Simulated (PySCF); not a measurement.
PySCF 2.14.0, PBE0/def2-svpd, df: Mo(O)4 ([O]=[Mo-2](=[O])(=[O])=[O]), charge -2, multiplicity 1, 5 atoms. The geometry is a generated start, not checked to be a minimum at this level.

| Quantity | Result |
|---|---|
| task | energy |
| method | pbe0 |
| basis | def2-svpd |
| two-electron scheme | density fitting |
| mol.max_memory | 3000 MB |
| mf.max_cycle | 100 |
| mf.init_guess | minao (default) |
| mf.DIIS | CDIIS (default) |
| mf.diis_space | 8 (default) |
| mf.conv_tol | 1e-09 (default) |
| mf.grids.level | 3 (default) |
| effective core potentials | those of the basis set, past Kr |
| basis functions | 126 |
| grid points | 78768 |

```xyz
5

Mo    -0.0004     0.0006     0.0018
O      1.4048    -0.2940    -0.9416
O      0.4525     0.2803     1.6356
O     -0.8186     1.3794    -0.6163
O     -1.0383    -1.3663    -0.0795
```

Charge -2 and multiplicity 1 are set for this test and not shown to be the ground state.

One run each on 2 threads, 1 BLAS thread. Values of level_shift (Hartree) tried: 0 (default), 0.1, 0.3, 1.

### Question
Predict the course of the Fock builds along this series.

### Answer
Fewest Fock builds, within one of each other: 0 (default) with 14, 0.1 with 13. The count rises to 37 at 1. All converge to one solution.

```tsv
level_shift (Hartree)	Fock builds	end
0 (default)	14	same solution
0.1	13	same solution
0.3	16	same solution
1	37	same solution
```
